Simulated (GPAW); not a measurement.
# A self-consistent single point of InCu₃ (P6_3/mmc, 8 atoms in the cell) with GPAW

Method of the run: PBEsol, GPAW PAW datasets PBEsol (made by gpaw-setup) (plane waves; GPAW 25.7.0).

Input as run:

```python
from ase import Atoms
from ase.units import GPa
from gpaw import GPAW, PW, FermiDirac

atoms = Atoms(['In', 'In', 'Cu', 'Cu', 'Cu', 'Cu', 'Cu', 'Cu'],
              cell=[[5.567919, 0.000000, 0.000000],
                    [-2.783959, 4.821958, 0.000000],
                    [0.000000, 0.000000, 4.421986]],
              scaled_positions=[[0.333333, 0.666667, 0.750000],
                                [0.666667, 0.333333, 0.250000],
                                [0.156380, 0.312760, 0.250000],
                                [0.843620, 0.687240, 0.750000],
                                [0.843620, 0.156380, 0.750000],
                                [0.156380, 0.843620, 0.250000],
                                [0.687240, 0.843620, 0.250000],
                                [0.312760, 0.156380, 0.750000]],
              pbc=True)

calc = GPAW(mode=PW(800),
            xc='PBEsol',
            kpts=(5, 5, 5),
            occupations=FermiDirac(0.05),
            nbands=-12,
            convergence={'density': 1e-05},
            symmetry={'symmorphic': False, 'tolerance': 0.0005},
            maxiter=120,
            txt='-')

atoms.calc = calc

energy = atoms.get_potential_energy()
print('Energy (eV):', round(energy, 6))
forces = atoms.get_forces()
print('Forces (eV/Ang):')
print(forces.round(5))
stress = atoms.get_stress()
print('Stress (GPa, Voigt):', (stress / GPa).round(4))
```

The program printed (abridged):

```
Input parameters:
  convergence: {density: 1e-05}
  kpts: [5 5 5]
  maxiter: 120
  mode: {ecut: 800.0,
         name: pw}
  nbands: -12
  occupations: {fixmagmom: False,
                name: fermi-dirac,
                width: 0.05}
  symmetry: {symmorphic: False,
             tolerance: 0.0005}
  xc: PBEsol

species:
  In:
    name: Indium
    Z: 49.0
    valence: 13
    core: 36
    charge: 0.0
    file: In.PBEsol.gz

    # Using partial waves for In as LCAO basis

  Cu:
    name: Copper
    Z: 29.0
    valence: 11
    core: 18
    charge: 0.0
    file: Cu.PBEsol.gz

    # Using partial waves for Cu as LCAO basis

Reference energy: -589712.101385  # eV

Spin-paired calculation

Convergence criteria:
 Maximum [total energy] change in last 3 cyles: 0.0005 eV / valence electron
 Maximum integral of absolute [dens]ity change: 1e-05 electrons / valence electron
 Maximum integral of absolute [eigenst]ate change: 4e-08 eV^2 / valence electron
 Maximum number of scf [iter]ations: 120

Symmetries present (total): 24
Symmetries with fractional translations: 12
125 k-points: 5 x 5 x 5 Monkhorst-Pack grid
15 k-points in the irreducible part of the Brillouin zone
       k-points in crystal coordinates                weights
   0:     0.00000000    0.00000000    0.00000000          1/125
   1:     0.00000000    0.00000000    0.20000000          2/125
   2:     0.00000000    0.00000000    0.40000000          2/125
   [... 7 lines left out ...]
          ...
  14:     0.40000000    0.40000000    0.40000000         12/125

Wave functions: Plane wave expansion
  Cutoff energy: 800.000 eV
  Number of coefficients (min, max): 6044, 6115
  Pulay-stress correction: 0.000000 eV/Ang^3 (de/decut=0.000000)

Occupation numbers: Fermi-Dirac:
  width: 0.0500  # eV

Eigensolver

Densities:
  Coarse grid: 40*40*30 grid
  Fine grid: 80*80*60 grid
  Total Charge: 0.000000

Density mixing:
  Method: separate
  Backend: pulay
  Linear mixing parameter: 0.05
  old densities: 5
  Damping of long wavelength oscillations: 50

Hamiltonian:
  XC and Coulomb potentials evaluated on a 80*80*60 grid
  External potential:
    NoExternalPotential

XC parameters: PBEsol with 2 nearest neighbor stencil

Number of atoms: 8
Number of atomic orbitals: 72
Number of bands in calculation: 58
Number of valence electrons: 92
Bands to converge: occupied

Density initialized from atomic densities
  58 bands from LCAO basis set

Atomic positions and initial magnetic moments

Positions:
   0 In    -0.000002    3.214640    3.316490    ( 0.0000,  0.0000,  0.0000)
   1 In     2.783962    1.607318    1.105497    ( 0.0000,  0.0000,  0.0000)
   2 Cu     0.000000    1.508116    1.105497    ( 0.0000,  0.0000,  0.0000)
   3 Cu     2.783960    3.313842    3.316490    ( 0.0000,  0.0000,  0.0000)
   4 Cu     4.261852    0.754058    3.316490    ( 0.0000,  0.0000,  0.0000)
   5 Cu    -1.477892    4.067900    1.105497    ( 0.0000,  0.0000,  0.0000)
   6 Cu     1.477893    4.067900    1.105497    ( 0.0000,  0.0000,  0.0000)
   7 Cu     1.306067    0.754058    3.316490    ( 0.0000,  0.0000,  0.0000)

Unit cell:
           periodic     x           y           z      points  spacing
  1. axis:    yes    5.567919    0.000000    0.000000    40     0.1205
  2. axis:    yes   -2.783959    4.821958    0.000000    40     0.1205
  3. axis:    yes    0.000000    0.000000    4.421986    30     0.1474

  Lengths:   5.567919   5.567918   4.421986
  Angles:   90.000000  90.000000 120.000002

Effective grid spacing dv^(1/3) = 0.1352

     iter     time        total  log10-change:
                         energy   eigst   dens
iter:   1 --:--:--   -38.257356
iter:   2 --:--:--   -35.518434   -1.70  -1.23
iter:   3 --:--:--   -32.472205   -0.53  -1.30
iter:   4 --:--:--   -32.062761   -2.29  -1.75
iter:   5 --:--:--   -32.205394   -1.56  -1.74
iter:   6 --:--:--   -34.218056   -0.80  -2.00
iter:   7 --:--:--   -32.498373   -1.87  -1.57
iter:   8 --:--:--   -31.892874   -1.48  -1.84
iter:   9 --:--:--   -31.888021   -3.74  -3.02
iter:  10 --:--:--   -31.888320c  -4.85  -3.24
iter:  11 --:--:--   -31.886106c  -4.78  -3.21
iter:  12 --:--:--   -31.885652c  -5.58  -3.37
iter:  13 --:--:--   -31.886542c  -5.27  -3.41
iter:  14 --:--:--   -31.885608c  -5.36  -3.32
iter:  15 --:--:--   -31.885071c  -5.34  -3.38
   [... 5 lines left out ...]
iter:  21 --:--:--   -31.884187c  -6.56  -4.15
iter:  22 --:--:--   -31.884167c  -6.52  -4.27
iter:  23 --:--:--   -31.884169c  -6.93  -4.41
iter:  24 --:--:--   -31.884165c  -7.37  -4.51
iter:  25 --:--:--   -31.884163c  -7.31  -4.61
iter:  26 --:--:--   -31.884163c  -8.44c -4.67
iter:  27 --:--:--   -31.884166c  -7.18  -4.71
iter:  28 --:--:--   -31.884165c  -8.59c -5.01c

Converged after 28 iterations.

Dipole moment: (-0.000000, 0.000000, 0.000000) |e|*Ang

Energy contributions relative to reference atoms: (reference = -589712.101385)

Kinetic:        -74.302557
Potential:      +58.838329
External:        +0.000000
XC:             -17.164187
Entropy (-ST):   -0.021035
Local:           +0.754766
SIC:             +0.000000
--------------------------
Free energy:    -31.894683
Extrapolated:   -31.884165

Showing only first 2 kpts
 Kpt  Band  Eigenvalues  Occupancy
  0    44      6.55388    2.00000
  0    45      6.95751    2.00000
  0    46      7.47107    1.99570
  0    47      7.47111    1.99570

  1    44      6.42318    2.00000
  1    45      7.01082    2.00000
  1    46      7.41785    1.99852
  1    47      7.41788    1.99852

Fermi level: 7.77813

No gap
No difference between direct/indirect transitions
Energy (eV): -31.884165

Forces in eV/Ang:
  0 In    0.00000    0.00000   -0.00000
  1 In    0.00000    0.00000   -0.00000
  2 Cu   -0.00000   -0.05458    0.00000
  3 Cu    0.00000    0.05458    0.00000
  4 Cu    0.04726   -0.02729   -0.00000
  5 Cu   -0.04726    0.02729    0.00000
  6 Cu    0.04726    0.02729   -0.00000
  7 Cu   -0.04726   -0.02729    0.00000

Stress tensor:
     0.054758    -0.000000     0.000000
    -0.000000     0.054758    -0.000000
     0.000000    -0.000000     0.059614
Stress (GPa, Voigt): [ 8.7732  8.7732  9.5512 -0.      0.     -0.    ]
```

The run converged in 28 iterations. GPAW prints stress with tension positive.

The starting cell comes from a database of computed structures (which also holds hypothetical and non-ambient phases and stackings), without a prior relaxation at this level. Its lattice was rescaled by a random factor within 2.5 % of one. Spin polarisation is off. With a pressure of about -9 GPa the cell is away from its equilibrium volume at this level.

Cost on one core of a shared machine: roughly 4 min.
